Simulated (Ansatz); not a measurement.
The starting structures come from a database of crystals and need not be the phases stable at ambient conditions.

Given:

```yaml
crystal:
  lattice:
    - [3.92668, 0.00000, 0.00000]
    - [1.96334, 12.49626, 0.01523]
    - [0.00000, 0.61221, 3.87866]
  atoms:
    - { symbol: Nb, position: [0.41191, 0.17617, 0.41191] }
    - { symbol: Nb, position: [0.58809, 0.82383, 0.58809] }
    - { symbol: Bi, position: [0.20012, 0.59976, 0.20012] }
    - { symbol: Bi, position: [0.79988, 0.40024, 0.79988] }
    - { symbol: Pb, position: [0.00000, 0.00000, 0.00000] }
    - { symbol: O, position: [0.58058, 0.83884, 0.08058] }
    - { symbol: O, position: [0.41942, 0.16116, 0.91942] }
    - { symbol: O, position: [0.08058, 0.83884, 0.58058] }
    - { symbol: O, position: [0.91942, 0.16116, 0.41942] }
    - { symbol: O, position: [0.75000, 0.50000, 0.25000] }
    - { symbol: O, position: [0.25000, 0.50000, 0.75000] }
    - { symbol: O, position: [0.50000, 0.00000, 0.50000] }
    - { symbol: O, position: [0.66388, 0.67225, 0.66388] }
    - { symbol: O, position: [0.33612, 0.32775, 0.33612] }
```

Space group of this cell: I4/mmm. The cell was relaxed by PBE-D3(BJ); by r2SCAN its mean pressure is -1.5 GPa.

Transport runs along the normal of the first two printed cell vectors, the (101) plane of the conventional cell.

No gap correction and no spin-orbit coupling; mid-gap values are interpolated between computed energies.

**Question.** Estimate the band gap and the smallest decay constant κ at mid-gap that r2SCAN (Ansatz, a quantum-chemistry and plane-wave program) returns for this system.

**Answer.** Gap 1.69 eV on a 8×8×8 mesh; κ = 0.234 1/Å, at the zone centre.
